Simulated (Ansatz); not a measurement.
Consider FeO in the rock salt structure (space group Fm-3m, No. 225; a = 4.246 Å; ferromagnetic).

Level of theory: Kohn–Sham DFT with the PBEsol functional, run in Ansatz (an electronic-structure program) with PAW and 420 eV plane waves, without spin-orbit coupling.

Base values:

- Magnetic state = ferromagnetic
- Lattice parameter a = 4.246 Å
- Largest site moment = 3.42 μB

Perturbation: hydrostatic tension (pressure −2 GPa).

Problem. How does this affect the magnetic state, lattice parameter a and largest site moment?

Solution. The magnetic state remains ferromagnetic; the lattice parameter a goes up by 0.014 Å (4.246 Å → 4.260 Å); the largest site moment remains 3.42 μB.

Load acts through the strain it causes; cell and atoms are relaxed under it. No phonon test of stability was made. No Hubbard U is applied and the magnetic state is the run's own (FeO ferromagnetic); other magnetic orders, which need larger cells, were not tried and can change the gap. In its common phase, real FeO is an antiferromagnetic insulator at low temperature.
